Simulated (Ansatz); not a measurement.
The starting structures come from a database of crystals and need not be the phases stable at ambient conditions.

Crystal: Cs2HgPdCl6 (I4/mmm, not sure to be the ambient phase, 10 atoms a cell, 32.4 Å³ an atom); planes in its conventional cell.

All values below come from r2SCAN (plane waves, PAW; Ansatz, a first-principles code).

The gap is the functional's own. No spin-orbit coupling. Mid-gap values are interpolated on the energy grid.

```
plane  area of the cell (Å²)  mid-gap κ (1/Å)  largest κ in the gap (1/Å)
-----  ---------------------  ---------------  --------------------------
(101)                   51.4             0.27                        0.27
(001)                   58.2              [?]                         [?]
(110)                   60.0              [?]                         [?]
```

### Question
The slowest decay depends on the direction. Supply the withheld values.

### Answer

- (001), mid-gap κ (1/Å): 0.18
- (001), largest κ in the gap (1/Å): 0.18
- (110), mid-gap κ (1/Å): 0.24
- (110), largest κ in the gap (1/Å): 0.25
